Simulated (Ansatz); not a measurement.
Take SiC in the zinc blende structure (space group F-43m, No. 216) as the base.

```xyz
2
Lattice="0.0000 2.1784 2.1784 2.1784 0.0000 2.1784 2.1784 2.1784 0.0000" Properties=species:S:1:pos:R:3 pbc="T T T"
Si     0.0000     0.0000     0.0000
C      1.0892     1.0892     1.0892
```

Cartesian axes are those of the cell as printed.

All numbers come from PBEsol (Ansatz, a quantum-chemistry and plane-wave program, PAW, spin-orbit coupling left out).

The change: every lattice vector is stretched by 1.50 %, atoms relaxed at fixed cell.

### Question
Predict the stress tensor and what it implies for the stiffness.

### Answer
Stress of the strained cell less that of the base (GPa, compression positive):
```
  -9.07    0.00    0.00
   0.00   -9.07    0.00
   0.00    0.00   -9.07
```

Then B = −ΔP/(ΔV/V₀) with ΔV/V₀ = 0.0457 gives secant stiffness values (nonlinear terms included at this strain): B ≈ 199 GPa.

As a check, the harmonic strain energy −½ V₀ Δσ:ε is 13 meV/atom; the computed energy rise is 14 meV/atom.

Whether these cells are dynamically stable was not tested.
